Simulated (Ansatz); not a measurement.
The starting structures come from a database of crystals and need not be the phases stable at ambient conditions.

Tunnelling through a barrier is set by its complex band structure: the current falls as exp(−2κd) with the smallest κ.

Input:

```xyz
10
Lattice="6.5064 0.0000 0.0000 -3.2532 5.6347 0.0000 3.2532 1.8782 5.3124" Properties=species:S:1:pos:R:3 pbc="T T T"
Cs     3.2532     5.6347     3.9843
Cs     3.2532     1.8782     1.3281
Na     0.0000     3.7565     2.6562
Y      0.0000     0.0000     0.0000
F      4.8100     2.7771     4.0413
F      1.6963     4.7358     1.2712
F      1.6963     2.7771     4.0413
F     -1.6963     4.7358     1.2712
F      0.0000     5.7152     4.0413
F      0.0000     1.7977     1.2712
```

Space group of this cell: Fm-3m. The cell is taken as given; by PBEsol its mean pressure is -2.7 GPa.

Transport runs along the normal of the first two printed cell vectors, the (111) plane of the conventional cell.

The gap is the functional's own. No spin-orbit coupling. Mid-gap values are interpolated on the energy grid.

Compute, with PBEsol (Ansatz, a program for electronic structure), the band gap and the smallest decay constant κ at mid-gap.

Gap 6.71 eV on a 8×8×8 mesh; κ = 0.478 1/Å, at the zone centre.
